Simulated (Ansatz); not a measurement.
The cell is built on a prototype and need not be the phase stable at ambient conditions.

By PBEsol, the system below comes out a metal.

Without scattering a metal conducts by its projected Fermi surface.

```yaml
crystal:
  lattice:
    - [4.77969, -0.26917, 0.00000]
    - [1.78973, 4.44013, 0.00000]
    - [1.49498, -2.35465, 2.78915]
  atoms:
    - { symbol: Rh, position: [0.50000, 0.50000, 0.00000] }
    - { symbol: Rh, position: [0.25000, 0.25000, 0.50000] }
    - { symbol: Rh, position: [0.75000, 0.75000, 0.50000] }
    - { symbol: Zr, position: [0.00000, 0.00000, 0.00000] }
```

Space group of this cell: I4/mmm. The cell was relaxed by PBE-D3(BJ); by PBEsol its mean pressure is -1.7 GPa.

The current flows along the normal of the first two printed cell vectors. No spin-orbit coupling; the value is a mean over 0.1 eV about the Fermi level.

State the ballistic conductance per area according to PBEsol (Ansatz, a quantum-chemistry and plane-wave program).

0.87 × 10¹⁵ S/m² for both spins.
